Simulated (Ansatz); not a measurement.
The reference is ZnS in the zinc blende structure (space group F-43m, No. 216; a = 5.357 Å).

Modification: cell and atoms relaxed at a pressure of 30 GPa.

Calculations: Ansatz (a program for electronic structure), PBEsol, PAW, cutoff 420 eV, spin-orbit coupling left out.

Base, band edges from the VBM (valence, conduction): X -2.35, 3.17; W -2.86, 5.54; L -0.92, 3.24; Γ 0.00, 2.09; K -1.91, 3.95; U -1.91, 3.95 eV.

Question: Give the band edges at the high-symmetry points of the new zone, measured from its valence-band maximum.

Answer: 
| point | valence edge (eV) | conduction edge (eV) |
|---|---|---|
| Γ | 0.00 | 3.12 |
| X | -3.34 | 2.54 |
| U | -2.72 | 3.51 |
| K | -2.72 | 3.51 |
| L | -1.32 | 3.58 |
| W | -3.87 | 5.39 |

The gap is 2.54 eV, indirect, Γ → X.

Load acts through the strain it causes; cell and atoms are relaxed under it. No phonon test of stability was made. Measured, ZnS leaves this structure (for rock salt) near 14.7 GPa (temperature not stated; as listed in Datta, Sujoy, Jana, Debnarayan, arXiv (2020)), on rising pressure, with hysteresis.
